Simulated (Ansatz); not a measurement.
An Ansatz (an electronic-structure program) input (PBEsol/PAW in Ansatz, no SOC):

Ansatz 0.2 input:
```yaml
crystal:
  lattice:
    - [2.8785258577, 0, 0]
    - [1.4392629289, 2.4928765183, 0]
    - [1.4392629289, -0.8309588394, 2.3355615189]
  atoms:
    - { symbol: Ag, position: [0, 0, 0] }
basis: { ecutwfc: 420, ecutrho_ratio: 4, xc_grid: 2, fft_grid_basis: typed }
kpoints: { mp_grid: { grid: [28, 28, 28] } }
hamiltonian:
  xc: pbesol
  dispersion: none
  pseudopotentials: { kind: paw }
scf: { occupations: { method: fermi_dirac, width: 0.1 } }
relax: { f_tol: 0.005, max_steps: 50, cell: { stress_tol: 0.01, fix: [a, b, gamma] } }
output: { forces: true, stress: true }
checkpoint: { write: state.ck, write_every: 1000 }
```

Problem. Which symmetry and how many k-points will the program report, and about how many plane waves at Γ?

Solution. Space group R-3m (ITA 166) with 12 operations, k-points 2045 of 21952, and 331 plane waves at Γ.

Problem. And the final pressure?

Solution. -0.56 GPa (compression positive).

The cells carry an imposed strain or load. No phonon test of stability was made. The cell was made from Ag in the fcc (Cu type) structure (space group Fm-3m, No. 225) by this change: biaxial strain +0.42 %, plane normal [111], relaxed out of plane.
